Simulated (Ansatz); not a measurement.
# PbS: response to strain

Base system: PbS in the rock salt structure (space group Fm-3m, No. 225).

```xyz
2
Lattice="0.0000 2.9225 2.9225 2.9225 0.0000 2.9225 2.9225 2.9225 0.0000" Properties=species:S:1:pos:R:3 pbc="T T T"
Pb     0.0000     0.0000     0.0000
S      2.9225     2.9225     2.9225
```

Strains are applied to the cell and any free atomic positions relax.

Method: DFT with LDA, PAW potentials and a 420 eV plane-wave cutoff in Ansatz (a quantum-chemistry and plane-wave program), no spin-orbit coupling.

Notes on the quantities. energy relative to the base: free energy F.

```json
[
 {"variant": "base", "electron mass": "–", "band gap": "0.06 eV", "width of the top valence band": "3.78 eV", "energy relative to the base": "0 meV/atom", "shortest interatomic distance": "5.523 bohr"},
 {"variant": "isotropic strain −0.50 %", "electron mass": "–", "band gap": "zero", "width of the top valence band": "–", "energy relative to the base": "+1.1 meV/atom", "shortest interatomic distance": "5.495 bohr"},
 {"variant": "isotropic strain +1.50 %", "electron mass": "0.084 mₑ along k, 0.15 mₑ across (at L)", "band gap": "0.23 eV", "width of the top valence band": "3.43 eV", "energy relative to the base": "+9.7 meV/atom", "shortest interatomic distance": "5.606 bohr"},
 {"variant": "isotropic strain +2.00 %", "electron mass": "0.100 mₑ along k, 0.15 mₑ across (at L)", "band gap": "0.28 eV", "width of the top valence band": "3.32 eV", "energy relative to the base": "+17 meV/atom", "shortest interatomic distance": "5.633 bohr"},
 {"variant": "isotropic strain +2.50 %", "electron mass": "0.11 mₑ along k, 0.15 mₑ across (at L)", "band gap": "0.33 eV", "width of the top valence band": "3.21 eV", "energy relative to the base": "+26 meV/atom", "shortest interatomic distance": "5.661 bohr"},
 {"variant": "isotropic strain +3.00 %", "electron mass": "0.13 mₑ along k, 0.15 mₑ across (at L)", "band gap": "0.38 eV", "width of the top valence band": "3.11 eV", "energy relative to the base": "+37 meV/atom", "shortest interatomic distance": "5.688 bohr"}
]
```

Spin-orbit coupling, missing from the scalar runs, can matter with Pb. Masses are band curvatures over ±0.01 Å⁻¹ around the edge. Along k means along the line from Γ to the band edge. Whether these cells are dynamically stable was not tested. All final runs are without spin polarisation. The zero or small gap of PbS can change with the level of theory.
